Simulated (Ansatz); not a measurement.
An Ansatz (a quantum-chemistry and plane-wave program) run: C with a change (uniaxial strain ε_zz = +1.00 %); Ansatz, r2SCAN, PAW, cutoff 500 eV, no spin-orbit coupling.

Input:

Ansatz 0.2 input:
```yaml
crystal:
  lattice:
    - [0, 1.7801402754, 1.7979416782]
    - [1.7801402754, 0, 1.7979416782]
    - [1.7801402754, 1.7801402754, 0]
  atoms:
    - { symbol: C, position: [0, 0, 0] }
    - { symbol: C, position: [0.25, 0.25, 0.25] }
basis: { ecutwfc: 500, ecutrho_ratio: 4, xc_grid: 4, fft_grid_basis: typed }
kpoints: { mp_grid: { grid: [16, 16, 16] } }
hamiltonian:
  xc: r2scan
  dispersion: none
  pseudopotentials: { kind: paw }
scf: { occupations: { method: fermi_dirac, width: 0.05 }, convergence: { dr2_threshold: 0.0000000002 } }
relax: { f_tol: 0.005, max_steps: 50 }
output: { forces: true, stress: true }
checkpoint: { write: state.ck, write_every: 1000 }
```

Output (explanatory and most iteration lines left out):

```
Relaxation: its limit of steps is 50 (relax.max_steps)
Pseudopotential: C, paw, valence charge 4
Crystal: 2 atoms, lattice volume = 11.395 Å³
Basis set: ecut = 500 eV, 283 PW (Γ), exchange–correlation on 80×80×80 points (64 copies of the dense FFT grid, shifted against one another)
Bands: 8, of which v1, the nominal top of the filled ones, is band 4 counted from 1 (3 counted from 0)
Symmetry: 16 space group operations
Space group: I41/amd (ITA 141), of the structure as read, at distance tolerance 2.3e-5 Å
k-points: 349 of 4096
Functional: x = r2scan, c = r2scan; τ floored in thin density (d = 2e-4 eV/Å³)
SCF iter   1: F=—  HF=-503.052317 eV  |F-HF|=—  |Δ(HF+E_count)|=         —  Δρ=8.84e-3  dr2=2.39e-3  dr2_τ=3.76e-1  ethr=1.77e-3  ⟨swp⟩=5.0  Hψ=18652  notcnv=0
SCF iter   2: F=—  HF=-503.107599 eV  |F-HF|=—  |Δ(HF+E_count)|=   5.53e-2  Δρ=5.57e-3  dr2=9.76e-4  dr2_τ=5.69e-5  ethr=2.99e-5  ⟨swp⟩=2.0  Hψ=8376  notcnv=0
SCF 1 converged in 7 iterations: F = -503.107660 eV  dr2 = 9.24e-12
relax step   1: F+E_penalty+E_count = -503.10766034 eV  Δ(F+E_penalty+E_count) = +0.000e0 eV  max|allowed force component| = 2.776e-17 eV/Å  Δτ_max = 0.0000 Å  (7 SCF iters, accepted)
Crystal: 2 atoms, lattice volume = 11.395 Å³
SCF iter   1: F=—  HF=-503.107660 eV  |F-HF|=—  |Δ(HF+E_count)|=         —  Δρ=5.32e-7  dr2=9.23e-12  dr2_τ=1.40e-12  ethr=1.00e-12  ⟨swp⟩=1.0  Hψ=20398  notcnv=0
SCF iter   2: F=-503.107660 eV  HF=-503.107660 eV  |F-HF|=1.88e-12  |Δ(HF+E_count)|=  5.17e-12  Δρ=2.66e-7  dr2=2.29e-12  dr2_τ=3.05e-13  ethr=1.00e-12  ⟨swp⟩=3.0  Hψ=6968  notcnv=0
SCF 2 converged in 2 iterations: F = -503.107660 eV  dr2 = 2.29e-12
SCF converged after 2 iterations
Free energy (F): -503.107660 eV
Internal energy: -503.107660 eV  (E = F + TS)
E sigma→0 (E₀):  -503.107660 eV
Fermi energy:    15.344353 eV
--- Forces (eV/Å), atoms counted from 1 ---
  atom   1  C     -0.00000000     0.00000000     0.00000000
  atom   2  C     -0.00000000     0.00000000     0.00000000
--- Stress (GPa, compression-positive) ---
       -1.107376       0.000000       0.000000
        0.000000      -1.107376       0.000000
        0.000000       0.000000     -10.967317
  P = ⅓ Tr σ = -4.3940 GPa (-43.940 kbar)
--- Relaxed structure (1 steps of the walk, 1 accepted, 0 SCFs on fresh bases) ---
  atoms:
    - { symbol: C, position: [0.0, 0.0, 0.0] }
    - { symbol: C, position: [0.25, 0.25, 0.2500000000000001] }
```

Stability against distortions was not tested. The cell was made from C in the diamond structure (space group Fd-3m, No. 227) by this change: uniaxial strain ε_zz = +1.00 %.
